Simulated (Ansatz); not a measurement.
# A computed series for BN: response to strain

The parent structure is BN in the zinc blende structure (space group F-43m, No. 216; a = 3.610 Å). Axes: x, y, z lie along the cube axes.

Strains are applied to the cell and any free atomic positions relax; under biaxial strain the out-of-plane vector relaxes too.

Calculations: DFT with r2SCAN, PAW potentials and a 500 eV plane-wave cutoff in Ansatz (a quantum-chemistry and plane-wave program), without spin-orbit coupling.

Candidates:
(a) uniaxial strain ε_yy = −1.64 %
(b) strain tensor (xx, yy, zz, yz, xz, xy) = (−0.41, −0.75, −0.49, +0.63, −0.31, −0.52) %
(c) biaxial strain +2.11 %, plane normal [001], relaxed out of plane
(d) biaxial strain +2.31 %, plane normal [110], relaxed out of plane

Notes on the quantities. energy relative to the base: free energy F.

### Question
Order them by energy relative to the base, highest first.

### Answer
(d) biaxial strain +2.31 %, plane normal [110], relaxed out of plane (+20 meV/atom), (c) biaxial strain +2.11 %, plane normal [001], relaxed out of plane (+14 meV/atom), (b) strain tensor (xx, yy, zz, yz, xz, xy) = (−0.41, −0.75, −0.49, +0.63, −0.31, −0.52) % (+4.8 meV/atom), (a) uniaxial strain ε_yy = −1.64 % (+4.1 meV/atom)

A biaxial case was relaxed in a doubled cell and then solved in the primitive one. Whether these cells are dynamically stable was not tested.
